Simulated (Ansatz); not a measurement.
**What biaxial strain +2.46 %, plane normal [001], relaxed out of plane does to hypothetical CsCl type TaAs**

The reference is TaAs in the CsCl type structure (space group Pm-3m, No. 221; a = 3.2150 Å; a hypothetical phase, not in the database extracts checked; relaxed with 0.1 eV smearing). Axes: x, y, z lie along the cube axes.

Perturbation: biaxial strain +2.46 %, plane normal [001], relaxed out of plane (Cartesian); in-plane vectors clamped, the third vector and the atoms free.

All numbers come from plane-wave PAW DFT at the PBE level (Ansatz, a first-principles code, 420 eV), spin-orbit coupling left out. Settings: 18×18×18 k-points, 0.1 eV Fermi–Dirac smearing.

The volume per atom rises by 0.618 Å³, from 16.62 Å³ to 17.23 Å³ and the space group becomes P4/mmm (No. 123) (base: Pm-3m (No. 221)). The shortest interatomic distance increases by 0.035 Å, from 2.784 Å to 2.819 Å and the energy increases by 24 meV/atom. The pressure (mean of the normal stresses, compression positive) goes from zero to -5.9 GPa and the band gap stays zero. The out-of-plane strain is -1.20 % and the ratio −ε⊥/ε∥ comes out as 0.49. The mean in-plane stress (compression positive) comes out as -8.8 GPa.

Whether these cells are dynamically stable was not tested. The final runs are not spin-polarised.
